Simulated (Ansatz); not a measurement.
## Effective masses and thermopower of BeS under load (space group I-4m2)

Here is the system:

```
BeS
1.0
    0.00000     2.41342     2.43852
    2.41342     0.00000     2.43852
    2.41342     2.41342     0.00000
Be S
1 1
Cartesian
  0.00000   0.00000   0.00000
  3.62014   3.62014   3.65778
```

The numbers are results of PBEsol with spin-orbit coupling, rigid bands (plane waves, PAW; Ansatz, a program for electronic structure), not measurements. Condition of this run: uniaxial stress zz = -1 GPa (compression positive) (the target of the relaxation). Cell: cell and atoms relaxed with PBEsol, then loaded as said.

```yaml
band_gap: 2.84 eV
electron conductivity mass (300 K, dilute): 0.42 (x), 0.42 (y), 0.30 (z) mₑ
hole conductivity mass (300 K, dilute): 0.74 (x), 0.74 (y), 0.80 (z) mₑ
effective density of states N_c (300 K): 1.4e19 cm⁻³
effective density of states N_v (300 K): 2.7e19 cm⁻³
density_of_states_mass_electrons: 0.67 mₑ
density_of_states_mass_holes: 1.06 mₑ
Seebeck coefficient, n-type 1e19 cm⁻³, 300 K: -252 μV/K
best n-type power factor at 300 K for τ = 10 fs (best axis; densities from 1e16 to 1e21 cm⁻³ tried, whether or not they can be reached): 7.8 μW/(cm·K²) at 1e20 cm⁻³
Seebeck coefficient, p-type 1e19 cm⁻³, 300 K: 358 μV/K
```

Rigid bands; masses and Seebeck coefficients take one relaxation time τ for all states and one kind of carrier; polarons and phonon drag are left out.
